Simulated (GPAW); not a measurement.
Input and output of a self-consistent single point for TiNbB4 (P6/mmm, 6 atoms in the cell) (GPAW)

Computed with PBEsol, GPAW PAW datasets PBEsol (made by gpaw-setup) (plane waves; GPAW).

Input:

```python
from ase import Atoms
from ase.units import GPa
from gpaw import GPAW, PW, FermiDirac

atoms = Atoms(['Ti', 'Nb', 'B', 'B', 'B', 'B'],
              cell=[[3.087030, 0.000000, 0.000000],
                    [-1.543515, 2.673446, 0.000000],
                    [0.000000, 0.000000, 6.599430]],
              scaled_positions=[[0.000000, 0.000000, 0.500000],
                                [0.000000, 0.000000, 0.000000],
                                [0.333333, 0.666667, 0.740770],
                                [0.666667, 0.333333, 0.259230],
                                [0.666667, 0.333333, 0.740770],
                                [0.333333, 0.666667, 0.259230]],
              pbc=True)

calc = GPAW(mode=PW(900),
            xc='PBEsol',
            kpts={'size': (10, 10, 4), 'gamma': True},
            occupations=FermiDirac(0.1),
            nbands=-10,
            symmetry={'symmorphic': False, 'tolerance': 0.0005},
            maxiter=120,
            txt='-')

atoms.calc = calc

energy = atoms.get_potential_energy()
print('Energy (eV):', round(energy, 6))
forces = atoms.get_forces()
print('Forces (eV/Ang):')
print(forces.round(5))
stress = atoms.get_stress()
print('Stress (GPa, Voigt):', (stress / GPa).round(4))
```

The program printed (abridged):

```
Input parameters:
  kpts: {gamma: True,
         size: (10, 10, 4)}
  maxiter: 120
  mode: {ecut: 900.0000000000001,
         name: pw}
  nbands: -10
  occupations: {fixmagmom: False,
                name: fermi-dirac,
                width: 0.1}
  symmetry: {symmorphic: False,
             tolerance: 0.0005}
  xc: PBEsol

species:
  Ti:
    name: Titanium
    Z: 22.0
    valence: 12
    core: 10
    charge: 0.0
    file: Ti.PBEsol.gz

    # Using partial waves for Ti as LCAO basis

  Nb:
    name: Niobium
    Z: 41.0
    valence: 13
    core: 28
    charge: 0.0
    file: Nb.PBEsol.gz

    # Using partial waves for Nb as LCAO basis

  B:
    name: Boron
    Z: 5.0
    valence: 3
    core: 2
    charge: 0.0
    file: B.PBEsol.gz

    # Using partial waves for B as LCAO basis

Reference energy: -129709.789029  # eV

Spin-paired calculation

Convergence criteria:
 Maximum [total energy] change in last 3 cyles: 0.0005 eV / valence electron
 Maximum integral of absolute [dens]ity change: 0.0001 electrons / valence electron
 Maximum integral of absolute [eigenst]ate change: 4e-08 eV^2 / valence electron
 Maximum number of scf [iter]ations: 120

Symmetries present (total): 24
Symmetries with fractional translations: 0
400 k-points: 10 x 10 x 4 Monkhorst-Pack grid + [1/20,1/20,1/8]
42 k-points in the irreducible part of the Brillouin zone
       k-points in crystal coordinates                weights
   0:     0.00000000    0.00000000    0.00000000          1/400
   1:     0.00000000    0.00000000    0.25000000          2/400
   2:     0.00000000    0.00000000    0.50000000          1/400
   [... 7 lines left out ...]
          ...
  41:     0.50000000    0.50000000    0.50000000          3/400

Wave functions: Plane wave expansion
  Cutoff energy: 900.000 eV
  Number of coefficients (min, max): 3315, 3368
  Pulay-stress correction: 0.000000 eV/Ang^3 (de/decut=0.000000)

Occupation numbers: Fermi-Dirac:
  width: 0.1000  # eV

Eigensolver

Densities:
  Coarse grid: 24*24*48 grid
  Fine grid: 48*48*96 grid
  Total Charge: 0.000000

Density mixing:
  Method: separate
  Backend: pulay
  Linear mixing parameter: 0.05
  old densities: 5
  Damping of long wavelength oscillations: 50

Hamiltonian:
  XC and Coulomb potentials evaluated on a 48*48*96 grid
  External potential:
    NoExternalPotential

XC parameters: PBEsol with 2 nearest neighbor stencil

Number of atoms: 6
Number of atomic orbitals: 42
Number of bands in calculation: 28
Number of valence electrons: 37
Bands to converge: occupied

Density initialized from atomic densities
  28 bands from LCAO basis set

Atomic positions and initial magnetic moments

Positions:
   0 Ti     0.000000    0.000000    3.299715    ( 0.0000,  0.0000,  0.0000)
   1 Nb     0.000000    0.000000    0.000000    ( 0.0000,  0.0000,  0.0000)
   2 B     -0.000002    1.782298    4.888660    ( 0.0000,  0.0000,  0.0000)
   3 B      1.543517    0.891148    1.710770    ( 0.0000,  0.0000,  0.0000)
   4 B      1.543517    0.891148    4.888660    ( 0.0000,  0.0000,  0.0000)
   5 B     -0.000002    1.782298    1.710770    ( 0.0000,  0.0000,  0.0000)

Unit cell:
           periodic     x           y           z      points  spacing
  1. axis:    yes    3.087030    0.000000    0.000000    24     0.1114
  2. axis:    yes   -1.543515    2.673446    0.000000    24     0.1114
  3. axis:    yes    0.000000    0.000000    6.599430    48     0.1375

  Lengths:   3.087030   3.087030   6.599430
  Angles:   90.000000  90.000000 120.000004

Effective grid spacing dv^(1/3) = 0.1254

     iter     time        total  log10-change:
                         energy   eigst   dens
iter:   1 --:--:--   -58.096932
iter:   2 --:--:--   -56.227696   -0.97  -0.96
iter:   3 --:--:--   -52.931505   -0.03  -1.02
iter:   4 --:--:--   -52.750759   -1.00  -1.37
iter:   5 --:--:--   -52.566558   -1.41  -1.50
iter:   6 --:--:--   -52.533728   -2.00  -1.59
iter:   7 --:--:--   -52.469590   -1.79  -1.70
iter:   8 --:--:--   -52.477647   -2.03  -2.21
iter:   9 --:--:--   -52.460294c  -2.57  -2.22
iter:  10 --:--:--   -52.456672   -4.11  -2.67
iter:  11 --:--:--   -52.456582c  -5.03  -3.04
iter:  12 --:--:--   -52.456502c  -4.74  -3.09
iter:  13 --:--:--   -52.456496c  -5.58  -3.39
iter:  14 --:--:--   -52.456487c  -6.05  -3.46
iter:  15 --:--:--   -52.456458c  -5.89  -3.52
iter:  16 --:--:--   -52.456444c  -5.77  -3.72
iter:  17 --:--:--   -52.456447c  -6.72  -3.99
iter:  18 --:--:--   -52.456445c  -7.51c -3.96
iter:  19 --:--:--   -52.456443c  -6.32  -4.02c
iter:  20 --:--:--   -52.456443c  -7.55c -4.50c

Converged after 20 iterations.

Dipole moment: (-0.000000, 0.000000, 0.000000) |e|*Ang

Energy contributions relative to reference atoms: (reference = -129709.789029)

Kinetic:        +25.728505
Potential:      -27.799866
External:        +0.000000
XC:             -50.301455
Entropy (-ST):   -0.054645
Local:           -0.056305
SIC:             +0.000000
--------------------------
Free energy:    -52.483765
Extrapolated:   -52.456443

Showing only first 2 kpts
 Kpt  Band  Eigenvalues  Occupancy
  0    16     11.11188    2.00000
  0    17     11.42643    1.99995
  0    18     11.42647    1.99995
  0    19     12.01202    1.98112

  1    16     10.65576    2.00000
  1    17     11.65108    1.99948
  1    18     11.65111    1.99948
  1    19     12.90434    0.02758

Fermi level: 12.47734

No gap
No difference between direct/indirect transitions
Energy (eV): -52.456443

Forces in eV/Ang:
  0 Ti    0.00000    0.00000    0.00000
  1 Nb   -0.00000    0.00000    0.00000
  2 B     0.00000    0.00000    0.15495
  3 B     0.00000    0.00000   -0.15495
  4 B     0.00000   -0.00000    0.15495
  5 B     0.00000    0.00000   -0.15495

Stress tensor:
     0.060725    -0.000000     0.000000
    -0.000000     0.060725     0.000000
     0.000000     0.000000     0.072260
Stress (GPa, Voigt): [ 9.7292  9.7292 11.5773  0.      0.     -0.    ]
```

The run converged in 20 iterations. GPAW prints stress with tension positive.

At such cutoffs GPAW's stress carries a finite-basis (Pulay) error, which enters relaxed cells too; its log prints stress with tension positive.

The starting cell comes from a database of computed structures (which also holds hypothetical and non-ambient phases and stackings), without a prior relaxation at this level. Its lattice was rescaled by a random factor within 2.5 % of one. Spin polarisation is off.

Cost on one core of a shared machine: roughly 70 s.
